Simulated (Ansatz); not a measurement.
The reference is KI in the rock salt structure (space group Fm-3m, No. 225; a = 7.0065 Å). Axes: x, y, z lie along the cube axes.

Calculations: PBEsol, PAW, 420 eV (Ansatz, a quantum-chemistry and plane-wave program; scalar-relativistic without spin-orbit coupling).

Strains are applied to the cell and any free atomic positions relax; under stress the whole cell relaxes.

One change was made to it. Results:

The energy grows by 8.9 meV/atom; the band gap rises by 0.08 eV (3.87 eV → 3.95 eV).

Problem. Which change produced these results?
A) strain tensor (xx, yy, zz, yz, xz, xy) = (−0.98, −0.76, +1.07, −0.38, +2.81, +1.77) %
B) uniaxial stress, 1 GPa compression along z
C) uniaxial strain ε_yy = −4.24 %
D) tensor shear ε_yz = +2.43 %
E) isotropic strain −1.03 %

Solution. C, uniaxial strain ε_yy = −4.24 %. For comparison, the energy relative to the base in the other runs: tensor shear ε_yz = +2.43 % gives +1.1 meV/atom; strain tensor (xx, yy, zz, yz, xz, xy) = (−0.98, −0.76, +1.07, −0.38, +2.81, +1.77) % gives +3.0 meV/atom; uniaxial stress, 1 GPa compression along z gives +3.6 meV/atom; isotropic strain −1.03 % gives +1.6 meV/atom.

With I present, leaving out spin-orbit coupling can change the band edges. Stability under load was not tested beyond the relaxation.
